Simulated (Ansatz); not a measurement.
## A computed series for GaAs: carrier doping

Take GaAs in the wurtzite structure (space group P6_3mc, No. 186; a = 3.988 Å, c = 6.576 Å; a cell from a computed database, its experimental status unchecked) as the base.

Carriers are added at fixed cell with a uniform background; the Fermi–Dirac width is that of 300 K.

The values are results of PBEsol, PAW, 420 eV (Ansatz, a first-principles code; scalar-relativistic without spin-orbit coupling), not measurements.

Notes on the quantities. Fermi level from band edge: Fermi level relative to the doped band's edge (positive inside the band; to 0.05 eV).

| variant | Fermi level from band edge | gap between the host's bands |
|---|---|---|
| undoped | – | 0.43 eV |
| electrons 1.5×10^21 cm⁻³ | +0.75 eV | 0.43 eV |
| electrons 2.0×10^21 cm⁻³ | +0.80 eV | 0.43 eV |
| electrons 5.0×10^21 cm⁻³ | +1.00 eV | 0.42 eV |
| holes 1.5×10^21 cm⁻³ | +0.45 eV | 0.43 eV |
| holes 2.0×10^21 cm⁻³ | +0.50 eV | 0.44 eV |
| holes 5.0×10^21 cm⁻³ | +0.85 eV | 0.45 eV |

Charged cell with a jellium background: band edges are those of the host's band count, energies are not comparable with the neutral cell, and many-body gap narrowing is missing. Whether these cells are dynamically stable was not tested. This is not the structure that GaAs has at room temperature and ambient pressure.
